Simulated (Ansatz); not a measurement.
## W vacancy + Si on the W site in bcc W

Computed with PBE, PAW (plane waves to 420 eV; Ansatz, a quantum-chemistry and plane-wave program). Set-up: 54-site cell; 4×4×4 shifted k-points; start: the W site; W 2.76 Å away; no spin–orbit coupling; not converged in cell size; the relaxation kept the symmetry of the starting site; relaxed from one start, so a lower configuration may exist.

Neighbours after relaxation, in Å: of the emptied site: Si 2.54; of the Si atom: W 2.70, W 2.70, W 2.70, W 2.83, W 2.83, W 2.83.

Formation energies E_f are those of the neutral cell. Chemical conditions: impurity bounded by its compound with the host (Δμ(W) = 0.00 eV, Δμ(Si) = -0.51 eV, bounded by tetragonal WSi2; only phases computed here count, gases as isolated molecules at 0 K). Reference phases: Si: silicon, W: bcc W.

```tsv
charge	moment (μB)	point group	largest move off a lattice site (Å)	E_f, impurity bounded by its compound with the host (eV)
0	not spin-polarised	C3v	0.22	3.72
```

Point groups are those of the whole cell at tolerances of 0.03 and 0.1 Å ("near" where only the looser one holds); none is given for unsettled states.

All states together cost around 40 core-minutes (rough).
